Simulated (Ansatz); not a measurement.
What pressure −1 GPa does to ZnSe

Consider ZnSe in the zinc blende structure (space group F-43m, No. 216; a = 5.666 Å).

Modification: hydrostatic tension (pressure −1 GPa).

Level of theory: r2SCAN/PAW in Ansatz (a quantum-chemistry and plane-wave program), spin-orbit coupling left out. Γ-centred 10×10×10 mesh, Fermi–Dirac width 0.05 eV.

| quantity | base | changed | shift |
|---|---|---|---|
| volume per atom | 22.73 Å³ | 23.09 Å³ | +0.36 Å³ |
| density | 5.27 g/cm³ | 5.19 g/cm³ | -0.08 g/cm³ |
| shortest interatomic distance | 2.453 Å | 2.466 Å | +0.013 Å |
| band gap | 1.87 eV | 1.80 eV | -0.07 eV |
| gap character | direct at Γ | direct at Γ | – |
| mean gap deformation potential ΔEg/Δln V | – | -4.3 eV | – |
| width of the top valence band | 2.71 eV | 2.64 eV | -0.07 eV |
| electron mass | 0.12 mₑ (at Γ) | 0.12 mₑ (at Γ) | – |
| hole mass (degenerate bands, along [100]) | 0.13, 0.60, 0.60 mₑ (at Γ) | 0.13, 0.61, 0.61 mₑ (at Γ) | – |
| valley order (the lowest conduction-band minima on the path, energy above the VBM, named in the base's zone) | Γ 1.87 eV; L along ⟨111⟩ 3.05 eV; X along ⟨100⟩ 3.34 eV | Γ 1.80 eV; L along ⟨111⟩ 3.02 eV; X along ⟨100⟩ 3.37 eV | – |

Final structure:

```
CELL_PARAMETERS angstrom
      0.00000     2.84755     2.84755
      2.84755     0.00000     2.84755
      2.84755     2.84755     0.00000
ATOMIC_POSITIONS crystal
  Se 0.25000 0.25000 0.25000
  Zn 0.00000 0.00000 0.00000
```

Cost of the whole job for the changed cell (relaxation, final SCF and bands): very roughly 40 core-seconds.

Load acts through the strain it causes; cell and atoms are relaxed under it. Effective masses come from finite differences of ±0.01 Å⁻¹. No phonon test of stability was made.
